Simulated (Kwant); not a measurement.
Device: wire with a side stub in a In0.53Ga0.47As two-dimensional gas. Effective mass 0.041 mₑ, grid spacing 4.2 nm, hard walls, nominal width 100 nm (23 grid rows, so walls 100.8 nm apart), one parabolic valley, scattering region 300 nm long along x; energies count from the band bottom; Fermi energy swept from 0.00073372 to 0.0087129 eV. Closed stub on one side, 120 nm wide and 140 nm deep.

The device is made up for the run: typed textbook-type constants, with dimensions and the other settings drawn at random.

Model: effective-mass tight-binding model on a square grid, one spin, coherent transport at 0 K (Kwant). Conductance is in e²/h.

Task: How many channels do the leads carry at E = 5.03, 6.03 meV?

Result: The hard-wall thresholds are n² ħ²π²/(2mW²) = n² × 0.903 meV with W = 100.8 nm. √(5.03/0.903) = 2.36, so 2. √(6.03/0.903) = 2.58, so 2.
